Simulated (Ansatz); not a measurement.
**SiC, response to strain**

Base system: SiC in the zinc blende structure (space group F-43m, No. 216).

```yaml
crystal:
  lattice:
    - [0.00000, 2.17843, 2.17843]
    - [2.17843, 0.00000, 2.17843]
    - [2.17843, 2.17843, 0.00000]
  atoms:
    - { symbol: Si, position: [0.00000, 0.00000, 0.00000] }
    - { symbol: C, position: [0.25000, 0.25000, 0.25000] }
```

Cartesian axes are those of the cell as printed.

Strains are applied to the cell and any free atomic positions relax; under biaxial strain the out-of-plane vector relaxes too.

Level of theory: PBEsol (Ansatz, a quantum-chemistry and plane-wave program), no SOC.

Notes on the quantities. energy relative to the base: free energy F.

| case | out-of-plane strain | gap character | energy relative to the base |
|---|---|---|---|
| base | – | – | 0 meV/atom |
| biaxial strain −3.00 %, plane normal [001], relaxed out of plane | +2.04 % | indirect, Γ → X | +27 meV/atom |
| biaxial strain −2.50 %, plane normal [001], relaxed out of plane | +1.71 % | indirect, Γ → X | +18 meV/atom |
| biaxial strain −2.00 %, plane normal [001], relaxed out of plane | +1.37 % | indirect, Γ → X | +12 meV/atom |
| biaxial strain −1.00 %, plane normal [001], relaxed out of plane | +0.69 % | indirect, Γ → X | +2.8 meV/atom |
| biaxial strain −0.50 %, plane normal [001], relaxed out of plane | +0.35 % | indirect, Γ → X | +0.7 meV/atom |
| biaxial strain +0.50 %, plane normal [001], relaxed out of plane | -0.36 % | indirect, Γ → M | +0.7 meV/atom |
| biaxial strain +1.00 %, plane normal [001], relaxed out of plane | -0.72 % | indirect, Γ → M | +2.7 meV/atom |
| biaxial strain +2.00 %, plane normal [001], relaxed out of plane | -1.45 % | indirect, Γ → M | +11 meV/atom |
| biaxial strain +3.00 %, plane normal [001], relaxed out of plane | -2.20 % | indirect, Γ → M | +23 meV/atom |

Whether these cells are dynamically stable was not tested. Labels are those of the standard path for the cell's own space group.
